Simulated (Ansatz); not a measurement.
The decay constant κ of evanescent states in the gap governs leakage through a thin film.

Data:

```yaml
crystal:
  lattice:
    - [3.20471, 0.00000, 0.00000]
    - [-1.60235, 2.77536, 0.00000]
    - [1.60235, -0.92512, 2.61663]
  atoms:
    - { symbol: B, position: [0.00000, 0.00000, 0.00000] }
    - { symbol: P, position: [0.25000, 0.75000, 0.25000] }
```

The cell is taken as given.

Transport runs along the normal of the first two printed cell vectors, the (111) plane of the conventional cell.

The gap is the functional's own, uncorrected, and κ follows it; spin-orbit coupling is left out. Mid-gap means the computed energy nearest the middle.

Question: Estimate the band gap and the smallest decay constant κ at mid-gap that r2SCAN in Ansatz (a first-principles code) returns for this system.

Answer: Gap 1.41 eV on a 12×12×12 mesh; κ = 0.137 1/Å, at the zone centre.
